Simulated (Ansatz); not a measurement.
We consider NiSe₂ (Pnnm, No. 58; cell taken from a computed entry), described by LDA in Ansatz (PAW).

Settings: plane-wave cutoff 500 eV, 8×8×12 k mesh (along the axes of the cell as run), Fermi–Dirac smearing 0.05 eV, no spin polarisation, scalar-relativistic PAW data made under PBE.

Computed at the level's own relaxed cell.

Task: What does this level give for the equilibrium volume per atom?

Result: 
- equilibrium volume per atom: 16.79 Å³/atom

Note: the run has no spin polarisation, so it can have missed a magnetic state; the relaxation could not lower the start's symmetry, so the cell can be a saddle point above a distorted one.

Static lattice: no zero-point or thermal effects.

Ansatz is an electronic-structure program.
